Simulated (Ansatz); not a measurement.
Worked calculations on one periodic cell of amorphous Hf$_{18}$O$_{39}$Mo: Hf18O39Mo, 58 atoms, volume 763.0 Å³, made by a melt-quench on the CHGNet potential and relaxed with DFT. O atoms were pushed apart under 1.9 Å during the dynamics, to hinder bonds among them. It is a model cell: composition and starting density were chosen by hand, and all elements were melted together. Cycles of charging were run to anneal it. Method: PBE, scalar-relativistic without spin-orbit coupling (plane waves to 420 eV, PAW; Ansatz, a quantum-chemistry and plane-wave program). Sampling: a 2×2×2 Γ-centred mesh; Fermi-Dirac width 0.02 eV; no spin polarisation. Its volume was relaxed, its shape was free, and it stands at a mean pressure of 0.0 GPa with stress components up to 0.1 GPa; the relaxation ran on the zone centre alone. Its density went from a set 8.65 to 8.56 g/cm³. The cell is small and was quenched far faster than a real film, so it is one sample of the glass.

Task: Count formal charges (Hf +4, O -2, Mo +6). What does the count lead one to expect at the Fermi level, and what does the calculation give?

Result: 18 × (+4) + 39 × (-2) + 1 × (+6) = 0. The charges balance, so the anion-derived valence states can be full and a gap can open. On this mesh the highest filled and lowest empty level lie 2.26 eV apart; localised defect or tail levels set that (at the zone centre the more localised edge state sits most on one Mo atom with neighbours O 1.74 Å, O 1.78 Å, O 1.86 Å, O 1.95 Å, O 2.03 Å), and the nearest spread-out levels lie 3.8 eV apart.

Four energies for an added electron at PBE on the zone centre alone (charged cells in a uniform background, spin-polarised): neutral at the neutral geometry -310158.034 eV; charged at the neutral geometry -310143.860 eV; charged and relaxed -310144.585 eV; neutral at the charged geometry -310157.373 eV.

Task: Find the two relaxation energies and their sum, the reorganisation energy.

Result: On charging: -310143.860 − (-310144.585) = 0.725 eV. On discharging: -310157.373 − (-310158.034) = 0.661 eV. The sum is 1.386 eV. The carrier's level spreads over 3 of the 58 atoms' worth, so it counts as localised, most on one Mo atom with neighbours O 1.74 Å, O 1.78 Å, O 1.86 Å, O 1.95 Å, O 2.03 Å (neutral geometry). The values are uncorrected: the image energy of a point charge in this cell, 2.84 × 14.40 / (2 × 9.1) = 2.2 eV before screening, is screened by electrons alone at the fixed geometry and by ions too after relaxing, and the carrier can be spread before it relaxes, so each term can be off by up to that value times 1/ε∞, some tenths of an eV. PBE's self-interaction favours spread-out carriers, so a hybrid can localise more.

Four energies for a hole at PBE on the zone centre alone (charged cells in a uniform background, spin-polarised): neutral at the neutral geometry -310158.034 eV; charged at the neutral geometry -310169.229 eV; charged and relaxed -310169.440 eV; neutral at the charged geometry -310157.331 eV.

Task: Find the two relaxation energies and their sum, the reorganisation energy.

Result: On charging: -310169.229 − (-310169.440) = 0.211 eV. On discharging: -310157.331 − (-310158.034) = 0.703 eV. The sum is 0.914 eV. The carrier's level spreads over 3 of the 58 atoms' worth, so it counts as localised, most on one O atom with neighbours Hf 2.05 Å, Hf 2.14 Å, Hf 2.17 Å (neutral geometry). The values are uncorrected: the image energy of a point charge in this cell, 2.84 × 14.40 / (2 × 9.1) = 2.2 eV before screening, is screened by electrons alone at the fixed geometry and by ions too after relaxing, and the carrier can be spread before it relaxes, so each term can be off by up to that value times 1/ε∞, some tenths of an eV. PBE's self-interaction favours spread-out carriers, so a hybrid can localise more.
